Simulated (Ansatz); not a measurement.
The parent structure is TiB₂ (space group P6/mmm, No. 191; a = 3.025 Å, c = 3.224 Å).

The other end (x = 1) is HfB2 (space group P6/mmm, No. 191): 9.88 Å³/atom, gap zero.

Method: Kohn–Sham DFT with the r2SCAN functional, run in Ansatz (a first-principles code) with PAW and 500 eV plane waves, spin-orbit coupling left out, earlier PAW set.

Hf replaces a fraction x of Ti; each row is one arrangement (x, atoms in the cell, starting space group or random), fully relaxed.

One change was made to it. Results:

| quantity | base | after |
|---|---|---|
| mixing energy (to 0.01 eV only: unlike meshes or grids) | – | +0.02 eV/atom |
| deviation of the volume from the linear (Vegard-type) interpolation | – | +0.3 % |
| shortest interatomic distance | 174.6 pm | 173.8 pm |

Question: What was done to the base?
A. x(Hf) = 0.333, 9 atoms, P6/mmm
B. x(Hf) = 0.25, 12 atoms, Immm
C. x(Hf) = 0.5, 12 atoms, Cmcm

Answer: B, x(Hf) = 0.25, 12 atoms, Immm. For comparison, the shortest interatomic distance in the other runs: x(Hf) = 0.5, 12 atoms, Cmcm gives 178.0 pm; x(Hf) = 0.333, 9 atoms, P6/mmm gives 172.9 pm.

These are small ordered cells, not random alloys; other orderings at the same x differ. Stability against distortions was not tested. The final runs are not spin-polarised.
